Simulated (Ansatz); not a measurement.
Amorphous Si30N42Mg3, 75 atoms at 2.97 g/cm³, one PBE-relaxed geometry, zone centre. Methods: PBE, scalar-relativistic without spin-orbit coupling (Ansatz, a first-principles code); r2SCAN, scalar-relativistic without spin-orbit coupling (Ansatz); HSE06, scalar-relativistic without spin-orbit coupling (Ansatz). Plane waves to 420 eV (r2SCAN 500 eV); exact exchange is cut at the cell's faces. All rungs ran without spin polarisation.

It comes from a melt-quench run on a machine-learned potential (CHGNet), relaxed afterwards by DFT. N atoms were pushed apart under 1.9 Å during the dynamics, to hinder bonds among them. The hot cell started wider than the set density and was brought back towards it in steps. It is the lowest in DFT energy of 2 quenches. It is a model cell: composition and starting density were chosen by hand, and all elements were melted together. No dispersion term was used. Its density started from a set value of 2.97 and ended at 2.97 g/cm³. The simulated quench (nominally 380 K/ps over its main leg) is rapid and tends to freeze in more defects than a deposited or slowly cooled glass has. A cell of this size samples the disorder only roughly. The volume was held where the preparation left it and the shape relaxed, at a PBE pressure of 1.8 GPa. Stress components on the final sampling reach 2.0 GPa.

The relaxation ran on the zone centre alone. At PBE the gap is 2.75 eV on a 2×2×2 Γ-centred mesh, and the spacing at the zone centre alone 2.88 eV.

### Question
What zone-centre spacing does r2SCAN give, roughly?

### Answer
3.31 eV (+0.43 eV against PBE).

### Question
What zone-centre spacing does HSE06 give, roughly?

### Answer
4.21 eV (+1.34 eV against PBE).

The highest filled and the lowest empty state spread over these numbers of atoms (participation numbers): PBE: 14.6 and 23.4; r2SCAN: 6.6 and 22.5; HSE06: 6.2 and 22.5.
